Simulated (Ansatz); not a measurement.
The starting structures come from a database of crystals and need not be the phases stable at ambient conditions.

The decay constant κ of evanescent states in the gap governs leakage through a thin film.

Given:

```yaml
crystal:
  lattice:
    - [4.51035, 0.00000, 0.00000]
    - [0.00000, 8.05396, 0.00000]
    - [0.00000, -4.02698, 6.97493]
  atoms:
    - { symbol: La, position: [0.25000, 0.33333, 0.66667] }
    - { symbol: La, position: [0.75000, 0.66667, 0.33333] }
    - { symbol: Br, position: [0.25000, 0.70020, 0.61345] }
    - { symbol: Br, position: [0.75000, 0.29980, 0.38655] }
    - { symbol: Br, position: [0.75000, 0.61345, 0.91325] }
    - { symbol: Br, position: [0.25000, 0.38655, 0.08675] }
    - { symbol: Br, position: [0.25000, 0.91325, 0.29980] }
    - { symbol: Br, position: [0.75000, 0.08675, 0.70020] }
```

Space group of this cell: P6_3/m. The cell is taken as given.

Transport runs along the normal of the first two printed cell vectors, the (100) plane of the conventional cell.

The gap is the functional's own, uncorrected, and κ follows it; spin-orbit coupling is left out. Mid-gap values are interpolated between the computed energies.

Problem. Predict the band gap and the smallest decay constant κ at mid-gap from r2SCAN run with Ansatz (an electronic-structure program).

Solution. Gap 3.55 eV on a 8×6×6 mesh; κ = 0.346 1/Å, at the zone centre.
